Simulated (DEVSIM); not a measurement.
## abrupt Si p-n junction

Device: abrupt Si p-n junction, at 300 K.

```
layer (left to right)  material  thickness (μm)  Nd (cm⁻³)  Na (cm⁻³)   τn (s)   τp (s)
---------------------  --------  --------------  ---------  ---------  -------  -------
1                            Si            1.00          -     4.2e16  0.00021  0.00021
2                            Si            35.0     1.1e15          -  0.00021  0.00021
```

Left contact: ohmic. Right contact: ohmic. Voltage is applied to the left contact. Recombination: SRH at mid-gap, radiative, Auger. Mobility is constant in doping.

Constants are typed, rounded textbook-type inputs, not results; the design itself was drawn at random and stands for no fabricated device. Values at 300 K.

| parameter | Si |
|---|---|
| gap (eV) | 1.124 |
| affinity (eV) | 4.05 |
| permittivity | 11.7 |
| Nc (cm⁻³) | 2.86e19 |
| Nv (cm⁻³) | 3.1e19 |
| μn (cm²/Vs) | 1417 |
| μp (cm²/Vs) | 470 |
| B (cm³/s) | 4.7e-15 |
| Cn (cm⁶/s) | 2.8e-31 |
| Cp (cm⁶/s) | 9.9e-32 |

Model (solved in DEVSIM): 1D drift-diffusion, Boltzmann statistics, complete ionisation; no tunnelling, impact ionisation, image-force lowering or self-heating.

```json
{
 "potential_step_across_the_device_at_zero_bias": "0.690 V",
 "largest_field_in_the_device_at_zero_bias": "17000 V/cm",
 "Dark forward voltage at 1 A/cm²": "0.585 V",
 "Dark forward voltage at 100 A/cm²": "0.945 V"
}
```

Small-signal capacitance in reverse bias (quasi-static):

```
V (V)  C (nF/cm²)
-----  ----------
-0.2         10.4
-0.5         8.87
-1           7.38
-1.5         6.45
-2           5.81
-3           4.94
-4           4.38
-5           3.97
-6.5         3.53
-8           3.21
-10          2.89
```

Dark forward current:

```json
[
 {"V (V)": "0.05", "J (A/cm²)": "1.4e-9"},
 {"V (V)": "0.15", "J (A/cm²)": "7.5e-8"},
 {"V (V)": "0.30", "J (A/cm²)": "2.5e-5"},
 {"V (V)": "0.40", "J (A/cm²)": "0.0012"},
 {"V (V)": "0.55", "J (A/cm²)": "0.34"},
 {"V (V)": "0.65", "J (A/cm²)": "5.0"},
 {"V (V)": "0.75", "J (A/cm²)": "22"},
 {"V (V)": "0.90", "J (A/cm²)": "77"},
 {"V (V)": "1.00", "J (A/cm²)": "130"},
 {"V (V)": "1.10", "J (A/cm²)": "210"},
 {"V (V)": "1.25", "J (A/cm²)": "350"},
 {"V (V)": "1.35", "J (A/cm²)": "470"},
 {"V (V)": "1.50", "J (A/cm²)": "670"},
 {"V (V)": "1.60", "J (A/cm²)": "820"}
]
```
